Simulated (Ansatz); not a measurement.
The reference is C in the diamond structure (space group Fd-3m, No. 227; a = 3.5317 Å).

Calculations: Ansatz (a first-principles code), LDA, PAW, cutoff 420 eV, scalar-relativistic without spin-orbit coupling.

Before the change:

* **Width of the top valence band**: 8.62 eV
* **Band gap**: 4.17 eV
* **Hole mass**: 0.29, 0.29, 0.55 mₑ (at Γ)
* **Pressure**: 0.0 kbar

One thing is altered: the cell is scaled by 0.9850 in all directions, atoms relaxed at fixed cell.

**Question.** What happens to the energy relative to the base, width of the top valence band, band gap, hole mass and pressure?

**Answer.** The energy goes up by 17 meV/atom; the width of the top valence band goes up by 0.41 eV (8.62 eV → 9.03 eV); the band gap increases by 0.115 eV, from 4.17 eV to 4.29 eV; the hole mass (degenerate bands, along [100]) changes from 0.29, 0.29, 0.55 mₑ (at Γ) to 0.28, 0.28, 0.57 mₑ (at Γ); the pressure goes from zero to 229.9 kbar.

The cells carry an imposed strain or load. Effective masses come from finite differences of ±0.01 Å⁻¹. No phonon test of stability was made.
